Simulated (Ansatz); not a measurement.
The structure below was relaxed with DFT with PBEsol, PAW potentials and a 420 eV plane-wave cutoff in Ansatz (a quantum-chemistry and plane-wave program), no spin-orbit coupling.

Space group Fm-3m (No. 225); a = 8.7712 Å, b = 8.7712 Å, c = 8.7712 Å, α = 90.00°, β = 90.00°, γ = 90.00°

| atom | site | symmetry | x | y | z |
|---|---|---|---|---|---|
| Ge | 4a | m-3m | 0.0000 | 0.0000 | 0.0000 |
| Rb | 4b | m-3m | 0.5000 | 0.5000 | 0.5000 |
| Rb | 8c | -43m | 0.2500 | 0.2500 | 0.2500 |

**Question.** Write out a cell with all atoms.

**Answer.** 
```cif
data_Ge4Rb12
_chemical_formula_sum 'Ge4 Rb12'
_space_group_name_H-M_alt 'P 1'
_space_group_IT_number 1
_cell_length_a 8.77125
_cell_length_b 8.77125
_cell_length_c 8.77125
_cell_angle_alpha 90.000
_cell_angle_beta 90.000
_cell_angle_gamma 90.000
loop_
_space_group_symop_operation_xyz
  'x, y, z'
loop_
_atom_site_label
_atom_site_type_symbol
_atom_site_fract_x
_atom_site_fract_y
_atom_site_fract_z
_atom_site_occupancy
Ge1 Ge 0.00000 0.00000 0.00000 1
Rb1 Rb 0.50000 0.00000 0.00000 1
Rb2 Rb 0.25000 0.75000 0.75000 1
Rb3 Rb 0.25000 0.25000 0.75000 1
Ge2 Ge 0.00000 0.50000 0.50000 1
Rb4 Rb 0.50000 0.50000 0.50000 1
Rb5 Rb 0.25000 0.25000 0.25000 1
Rb6 Rb 0.25000 0.75000 0.25000 1
Ge3 Ge 0.50000 0.00000 0.50000 1
Rb7 Rb 0.00000 0.00000 0.50000 1
Rb8 Rb 0.75000 0.75000 0.25000 1
Rb9 Rb 0.75000 0.25000 0.25000 1
Ge4 Ge 0.50000 0.50000 0.00000 1
Rb10 Rb 0.00000 0.50000 0.00000 1
Rb11 Rb 0.75000 0.25000 0.75000 1
Rb12 Rb 0.75000 0.75000 0.75000 1
```
This is the conventional cell.

Stability against distortions was not tested. The final runs are not spin-polarised. An odd electron count without spin: Rb3Ge. The cell was made from Rb3P by this change: P → Ge; the result is a hypothetical phase, not in the database extracts checked.
